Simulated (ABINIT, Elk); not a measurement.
An Elk input for a self-consistent single point of Al2Pt (Fm-3m, 3 atoms in the cell) (DFT, PBE, all-electron FP-LAPW, Elk's shipped species files, default APW+lo basis):

```
tasks
  0

xctype
  20

rmtscf
  0.92

stype
  0

swidth
  0.00499791

maxscl
  100

scale
  7.817415472

avec
    0.0000000000    0.7071067812    0.7071067812
    0.7071067812    0.0000000000    0.7071067812
    0.7071067812    0.7071067812    0.0000000000

atoms
  2
  'Al.in'
  2
  0.2500000000  0.2500000000  0.2500000000    0.0 0.0 0.0
  0.7500000000  0.7500000000  0.7500000000    0.0 0.0 0.0
  'Pt.in'
  1
  0.0000000000  0.0000000000  0.0000000000    0.0 0.0 0.0

ngridk
  7 7 7
```

Write the same calculation as an input for ABINIT.

One input that does it (others would too):

```
# Al2Pt, PseudoDojo nc-sr-05 PBE standard
pp_dirpath "./"
pseudos "Al.upf, Pt.upf"
acell 3*1.0 Angstrom
rprim
         0.0000000000    2.9251580000    2.9251580000
         2.9251580000   -0.0000000000    2.9251580000
         2.9251580000    2.9251580000   -0.0000000000
natom 3
ntypat 2
znucl 13 78
typat 1 1 2
xred
         0.2500000000    0.2500000000    0.2500000000
         0.7500000000    0.7500000000    0.7500000000
         0.0000000000    0.0000000000    0.0000000000
ecut 1143 eV
occopt 7
tsmear 0.00499791
nband 17
kptopt 1
ngkpt 7 7 7
nshiftk 1
shiftk 0 0 0
nstep 60
tolvrs 1.0e-10
prtwf 0
prtden 0
prtvol 1
enunit 1
```

Basis, cutoffs, solver keys and any potentials are the target program's own. This input uses DFT, PBE, plane waves, norm-conserving pseudopotentials (PseudoDojo nc-sr-05 PBE standard).

The starting cell comes from a database of computed structures (which also holds hypothetical and non-ambient phases and stackings), without a prior relaxation at this level. Its lattice was rescaled by a random factor within 2.5 % of one. For this run, on top of that: lattice scaled by 0.98.
